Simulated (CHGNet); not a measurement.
Double-hcp La

Calculation: the machine-learned potential CHGNet-r²SCAN (trained on r²SCAN data).

Cell (relaxed at this level):

```yaml
crystal:
  lattice:
    - [3.75632, 0.00000, 0.00000]
    - [-1.87816, 3.25307, 0.00000]
    - [0.00000, 0.00000, 12.26846]
  atoms:
    - { symbol: La, position: [0.00000, 0.00000, 0.00000] }
    - { symbol: La, position: [0.00000, 0.00000, 0.50000] }
    - { symbol: La, position: [0.66667, 0.33333, 0.75000] }
    - { symbol: La, position: [0.33333, 0.66667, 0.25000] }
```

For double-hcp La, the lattice constant a is 3.756 Å. The c axis length comes out as 12.268 Å.

Measured, for comparison: lattice constant a 3.774 Å, lattice parameter c 12.171 Å (293 K, no zero-point or thermal correction; as tabulated in Wikipedia's data pages). Computed (rounded) less measured: lattice constant a -0.5 %, lattice parameter c +0.8 %. A static lattice is as a rule a little smaller and stiffer than an uncorrected measurement, which narrows the difference in the lattice constant a and would widen misses of the other sign.

A machine-learned potential is trained on density-functional data: it inherits that level's misses and adds fitting errors of its own.

Note: elastic tensor is asymmetric by over 3 %: noisy; elastic tensor is not positive definite: mechanically unstable at this level.
